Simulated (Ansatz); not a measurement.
**A computed series for ZrC: response to strain**

Start from ZrC in the rock salt structure (space group Fm-3m, No. 225; a = 4.669 Å; relaxed with 0.1 eV smearing). Axes: x, y, z lie along the cube axes.

Strains are applied to the cell and any free atomic positions relax; under biaxial strain the out-of-plane vector relaxes too.

Computed with PBEsol, PAW, 420 eV (Ansatz, an electronic-structure program; scalar-relativistic without spin-orbit coupling).

| biaxial strain, plane normal [111], relaxed out of plane (%) | out-of-plane strain (%) |
|---|---|
| -2.5 | 1.50 |
| -2.08 | 1.25 |
| -1.67 | 1.00 |
| -1.25 | 0.75 |
| -0.83 | 0.49 |
| -0.42 | ? |
| 0 | 0.00 |

Question: Fit ε⊥ = −νε + γε² (strains in %) to the rows shown and predict the withheld row.

Answer: Least squares on the printed values gives ν = 0.59 (the biaxial Poisson response) and γ = 0.003 (largest residual 0.01 %); this predicts 0.25 %, and the run gives 0.25 %, in agreement.

No phonon test of stability was made. All final runs are without spin polarisation.
